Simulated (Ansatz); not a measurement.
**Worked sum: formation energy of BaZrO3 (cubic perovskite, Pm-3m) from the elements**

Subject: the formation energy of BaZrO3 (cubic perovskite, Pm-3m) from the elements. Reaction: Zr (hcp) + Ba (bcc) + 3/2 O2 (gas) → BaZrO3 (cubic perovskite). A negative value means that the right-hand side lies lower. The value is per atom of the solid.

BaZrO3 (cubic perovskite, Pm-3m), 5 atoms in the cell. Conventional cell: a = b = c = 4.227 Å, α = β = γ = 90.00°.

Setting: static, neutral cells in Ansatz (PAW) whose structures rest at the PBE level. Ansatz (a first-principles code) runs with its default PAW set. Other levels take these structures. The lattices are those relaxed with PBE, so at other levels the solids can be strained, which adds to the spread. A dispersion term (D3(BJ), or D4 for r2SCAN) was computed beside these levels and is taken off wherever the name lacks it. The runs are scalar-relativistic, without spin-orbit coupling.

Total energies of the cells in eV, at zero smearing width. They compare only within one column; the weights balance every element.

```csv
cell,atoms,weight,r2SCAN,PBE
BaZrO3 (cubic perovskite),5,+2,-11875.41500,-11844.69473
Zr (hcp),2,−1,-8390.04325,-8367.67060
Ba (bcc),1,−2,-5964.45722,-5949.53911
O2 (gas),2,−3,-1131.96020,-1129.93688
```

r2SCAN: 2 × (-11875.41500) − (-8390.04325) − 2 × (-5964.45722) − 3 × (-1131.96020) = -35.992 eV; dividing by 10 atoms gives -3.60 eV/atom.

PBE: 2 × (-11844.69473) − (-8367.67060) − 2 × (-5949.53911) − 3 × (-1129.93688) = -32.830 eV; dividing by 10 atoms gives -3.28 eV/atom.

What follows from the r2SCAN value: A formula unit of BaZrO3 has 5 atoms, so it forms with -3.5992 × 5 = -17.996 eV, or -1736.3 kJ/mol at 96.485 kJ/mol per eV.
